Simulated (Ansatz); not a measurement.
**Effect of isotropic strain +2.93 % on Pd**

Base system: Pd in the fcc (Cu type) structure (space group Fm-3m, No. 225; a = 3.9453 Å; relaxed with 0.1 eV smearing).

It is then changed as follows: an isotropic linear strain of +2.93 %; the atoms relax in the strained cell.

Computed with Kohn–Sham DFT with the PBE functional, run in Ansatz (a first-principles code) with PAW and 420 eV plane waves, scalar-relativistic without spin-orbit coupling, earlier PAW set. Γ-centred 29×29×29 mesh, Fermi–Dirac width 0.1 eV.

The space group remains Fm-3m (No. 225) and the shortest interatomic distance increases by 0.082 Å, from 2.790 Å to 2.872 Å. The energy increases by 54 meV/atom and the pressure goes from zero to -11.3 GPa. The band gap remains zero.

Cost of the whole job for the changed cell (relaxation, final SCF and bands): very roughly 13 core-seconds.

Whether these cells are dynamically stable was not tested. The final runs are not spin-polarised. Pd lies near a magnetic instability that expansion can trigger; it was not tested.
